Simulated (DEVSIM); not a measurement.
System: illuminated Si n-on-p cell, one wavelength, at 250 K.

Layer 1 from the left is Si, thickness (μm) 0.170, Nd (cm⁻³) 1e19, τn (s) 2.6e-6, τp (s) 1.8e-5, absorption coefficient (cm⁻¹) 160. Layer 2 from the left is Si, thickness (μm) 71.0, Na (cm⁻³) 3.4e16, τn (s) 2.4e-5, τp (s) 2.4e-5, absorption coefficient (cm⁻¹) 160.

Left contact: ohmic, minority hole recombination velocity 5e6 cm/s. Right contact: ohmic, minority electron recombination velocity 200 cm/s. Voltage is applied to the left contact. Recombination: SRH at mid-gap, radiative, Auger. Light enters at the left, 8.6e17 photons cm⁻² s⁻¹, one pass, no reflection. Mobility is μmin + (μ − μmin)/(1 + (N/Nref)^α).

This is a model device: material constants are rounded textbook-type values typed into the input, and sizes, dopings and lifetimes were drawn at random. Values at 300 K; Nc and Nv go as T^1.5, mobilities as T to minus their exponent, the gap by Varshni's rule with the affinity fixed.

Si: gap (eV) 1.124, affinity (eV) 4.05, permittivity 11.7, Nc (cm⁻³) 2.86e19, Nv (cm⁻³) 3.1e19, μn (cm²/Vs) 1417, μp (cm²/Vs) 470, μn,min 52, μp,min 45, Nref,n 9.7e16, Nref,p 2.2e17, αn 0.68, αp 0.72, T exponent of μn 2.3, T exponent of μp 2.2, B (cm³/s) 4.7e-15, Cn (cm⁶/s) 2.8e-31, Cp (cm⁶/s) 9.9e-32, Varshni α (eV/K) 0.000473, Varshni β (K) 636.

Simulated with DEVSIM: 1D drift-diffusion, Boltzmann statistics, complete ionisation; no tunnelling, impact ionisation, image-force lowering or self-heating.

Dark forward current:

```tsv
|V| (V)	|J| (A/cm²)
0.15	9.828e-12
0.20	3.328e-11
0.25	1.132e-10
0.30	3.985e-10
0.35	1.532e-9
0.40	7.129e-9
0.45	4.401e-8
0.50	3.511e-7
0.55	3.243e-6
0.60	3.187e-5
0.65	0.0003205
0.70	0.003248
0.75	0.03285
0.80	0.3189
0.85	2.649
0.90	19.29
0.95	121.9
1.00	574.4
1.05	1824
1.10	4122
```

Task: Work out the local ideality factor n = ΔV / (kT/q · ln(J2/J1)) between the rows 0.15 and 0.20 V, 0.65 and 0.70 V, 1.05 and 1.10 V.

Result: kT/q = 21.54 mV. From 0.15 to 0.20 V: ln(3.328e-11/9.828e-12) = 1.220, n = 1.90, near the 2 of recombination in the depletion region. From 0.65 to 0.70 V: ln(0.003248/0.0003205) = 2.316, n = 1.00, near the 1 of diffusion or emission over a barrier. From 1.05 to 1.10 V: ln(4122/1824) = 0.815, n = 2.85.

Task: What current could the absorbed light give at most, and what share is collected?

Result: Σ αd = 1.14, so qΦ(1 − exp(−Σ αd)) = 93.7 mA/cm². The simulated short-circuit current is 90.24 mA/cm², a share of 0.96.

Task: Estimate the open-circuit voltage by superposition: the voltage at which the dark current equals that short-circuit current.

Result: Interpolating ln J in the table gives 0.772 V. The simulation gives 0.772 V, the same within the digits that matter. Superposition holds where collection doesn't change with voltage.

Task: Estimate the fill factor from FF0 = (v − ln(v + 0.72))/(v + 1), v = qVoc/(nkT), with n from the dark curve.

Result: The rows about Voc, 0.75 and 0.80 V, give n = 1.02, so v = 35.1 and FF0 = 0.873. The simulation gives 0.876, the same within the digits that matter.
